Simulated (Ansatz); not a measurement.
```
Li2S
1.0
    4.09860     0.00000     0.00000
    2.04930     3.54949     0.00000
    2.04930    -1.18316     3.22992
Li S
2 1
Direct
  0.49714   0.25143   0.75429
  0.50286   0.74857   0.24571
  0.00000   0.00000   0.00000
```

No spin polarisation.

Calculations: Ansatz (a program for electronic structure), PBEsol, PAW, cutoff 420 eV, no spin-orbit coupling. k-mesh 10×10×10 (Γ-centred); smearing 0.05 eV (Fermi–Dirac).

Question: Predict the space group, electron mass, hole mass and smallest direct gap.

Answer: 
```json
{
  "space_group": "R-3m (No. 166)",
  "electron_mass": "0.63 mₑ along k, 0.34 mₑ across (at X)",
  "hole_mass": "0.31 mₑ out of plane, 2.0 mₑ in plane (at Γ)",
  "smallest_direct_gap": "3.91 eV"
}
```

The cells carry an imposed strain or load. Effective masses come from finite differences of ±0.01 Å⁻¹. Along k means along the line from Γ to the band edge. Whether these cells are dynamically stable was not tested. The cell was made from Li2S in the anti-fluorite structure (space group Fm-3m, No. 225) by this change: biaxial strain +2.50 %, plane normal [111], relaxed out of plane.
